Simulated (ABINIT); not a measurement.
**Short convergence ladders for MgB2 (P6/mmm, 3 atoms in the cell)**

```yaml
crystal:
  lattice:
    - [1.55272, -2.68940, 0.00000]
    - [1.55272, 2.68940, 0.00000]
    - [0.00000, 0.00000, 3.53760]
  atoms:
    - { symbol: Mg, position: [0.00000, 0.00000, 0.00000] }
    - { symbol: B, position: [0.33333, 0.66667, 0.50000] }
    - { symbol: B, position: [0.66667, 0.33333, 0.50000] }
```

Base method: PBEsol, norm-conserving pseudopotentials (PseudoDojo nc-sr-04 PBEsol standard) (plane waves; ABINIT).

Base settings: pseudos = [Mg.upf, B.upf]; ecut = 42 Ha; ixc = -116133; occopt = 3; tsmear = 0.00367493 Ha; ngkpt = 6 6 4; nshiftk = 1; shiftk = 0 0 0; potentials = PseudoDojo nc-sr-04 PBEsol standard; nband = 13.

Core times come from one kind of shared machine, to one figure; runs under 30 s give none.

**Zone-centre phonons against the cutoff**

In this ladder: tolvrs = default; prtwf = default; prtden = default; istwfk = *1; tolvrs1 = 1e-16; ndtset = 2; prtwf1 = 1; getwfk2 = 1; kptopt2 = 2.

The mesh stays at the base's, so the ladder's end is converged at best in this setting alone.

Frequencies are those of the unrelaxed cell, without the LO-TO term of polar crystals.

Only quantities that move along the ladder and can be compared are tabulated.

```csv
ecut,highest zone-centre frequency (cm⁻¹),lowest optical frequency (cm⁻¹),core time / last (rough)
21 Ha,764.3,301.7,0.2
25 Ha,797.9,331.8,0.2
29 Ha,801.9,331.9,0.2
42 Ha,798.0,328.2,0.4
63 Ha,798.0,325.6,1
```

State of the lowest optical frequency at the end of the ladder: still drifting one way, by 6.4 cm⁻¹ over the last two steps, so the last step is no safe reference.

Coarsest ecut that holds the highest zone-centre frequency within 10 cm⁻¹ of the last step, with all finer ones: 25 Ha, at about 0.2 of the last step's time; the step before is off by 34 cm⁻¹.

**Zone-centre phonons against the SCF threshold**

In this ladder: tolvrs = default; prtwf = default; prtden = default; istwfk = *1; ndtset = 2; prtwf1 = 1; getwfk2 = 1; kptopt2 = 2; nqpt2 = 1.

The mesh stays at the base's, so the ladder's end is converged at best in this setting alone.

Frequencies are those of the unrelaxed cell, without the LO-TO term of polar crystals.

Only quantities that move along the ladder and can be compared are tabulated.

```tsv
toldfe1	lowest optical frequency (cm⁻¹)	core time / last (rough)
3.7e-05 Ha	319.7	0.6
3.7e-07 Ha	328.7	0.6
3.7e-09 Ha	328.3	0.7
3.7e-13 Ha	328.2	1
```

Coarsest toldfe1 that holds the lowest optical frequency within 1 cm⁻¹ of the last step, with all finer ones: 3.7e-07 Ha; the step before is off by 8.5 cm⁻¹.

On the base run: the starting cell has typed, rounded lattice constants, without a prior relaxation at this level. Its lattice was rescaled by up to half a per cent. In the base run, with a pressure of about -5 GPa the cell is away from its equilibrium volume at this level. Without a gap this mesh is coarse (it stands for a supercell whose shortest vector is 14 Å).
